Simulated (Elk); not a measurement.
Elk run on Os (P6_3/mmc, 2 atoms in the cell): self-consistent single point.

Computed with PBE, spin-orbit coupling in second variation, all-electron FP-LAPW, Elk's shipped species files, default APW+lo basis run with Elk.

```
Os
1.0
    1.36500    -2.36425     0.00000
    1.36500     2.36425     0.00000
    0.00000     0.00000     4.32000
Os
2
Direct
  0.33333   0.66667   0.25000
  0.66667   0.33333   0.75000
```

Reference input (self-consistent single point, DFT, PBE, all-electron FP-LAPW, Elk's shipped species files, default APW+lo basis): xctype = 20; stype = 0; swidth = 0.00499791 Ha; ngridk = 11 11 6; rmtscf = 0.85; maxscl = 100. This run's input differs from it in these lines:

```diff
@@ -6,4 +6,13 @@
 
+spinorb
+  .true.
+
 rmtscf
   0.85
+
+lmaxi
+  3
+
+nempty
+  10
```

The program printed (abridged):

```
│ Self-consistent loop started │
│ Loop number : 1 │
 total energy                :     -34562.4944553
 total moment                :   0.3123295289E-18 -0.7186240119E-19  0.8796495662E-19
│ Loop number : 2 │
 total energy                :     -34562.9930265
 total moment                :   0.3015727874E-18 -0.1932231473E-18 -0.7310204857E-19
RMS change in Kohn-Sham potential (target) :   0.1263788039     (  0.1000000000E-05)
Absolute change in total energy (target)   :   0.4985711277     (  0.1000000000E-03)
│ Loop number : 3 │
 total energy                :     -34563.8484368
   [... lines left out ...]
 total energy                :     -34564.2171004
 total moment                :   0.3525593003E-18 -0.1430673843E-18 -0.1160238723E-18
RMS change in Kohn-Sham potential (target) :   0.3764285961E-06 (  0.1000000000E-05)
Absolute change in total energy (target)   :   0.1592860790E-03 (  0.1000000000E-03)
│ Loop number : 15 │
 total energy                :     -34564.2170915
 total moment                :   0.3774625678E-18 -0.1290770917E-18 -0.2126452648E-18
RMS change in Kohn-Sham potential (target) :   0.2556251374E-07 (  0.1000000000E-05)
Absolute change in total energy (target)   :   0.3088725498E-04 (  0.1000000000E-03)
Convergence targets achieved

│ Loop number : 16 │

Energies :
 Fermi                       :     0.585963543049
 xc effective B-field        :    -0.485105259086E-07
 external B-field            :      0.00000000000
 total energy                :     -34564.2170921
 (external B-field energy excluded from total)

Density of states at Fermi energy :    44.26907173
 (states/Hartree/unit cell)

Estimated indirect band gap :   0.2524377185E-02
 from k-point      8 to k-point     42
Estimated direct band gap   :   0.5863425197E-02
 at k-point     20

Charges :
 core                        :    92.00000000
 valence                     :    60.00000000
 interstitial                :    4.086055291
 muffin-tins (core leakage)
  species :    1 (Os)
   atom    1                 :    73.95697235     (  0.7758065763E-06)
   [... lines left out ...]
 muffin-tins
  species :    1 (Os)
   atom    1                 :  -0.2762844039E-20 -0.4530343809E-19  0.4367578172E-19
   atom    2                 :  -0.2762844039E-20 -0.4530343809E-19  0.4367578172E-19
 total in muffin-tins        :  -0.5525688079E-20 -0.9060687619E-19  0.8735156344E-19
 total moment                :   0.3238545347E-18 -0.2295817685E-18 -0.9666278264E-19

│ Self-consistent loop stopped │
```

The run converged in 16 iterations. The count includes the last loop, which Elk runs after its targets are met. 

The starting cell has typed, rounded lattice constants, without a prior relaxation at this level. Values depend on the basis (sphere radii, cutoffs, local orbitals), which need not be converged. The log's line on a gap gives a spacing of levels on this mesh, which the program prints for metals too.

Cost on one core of a shared machine: roughly 2 min.
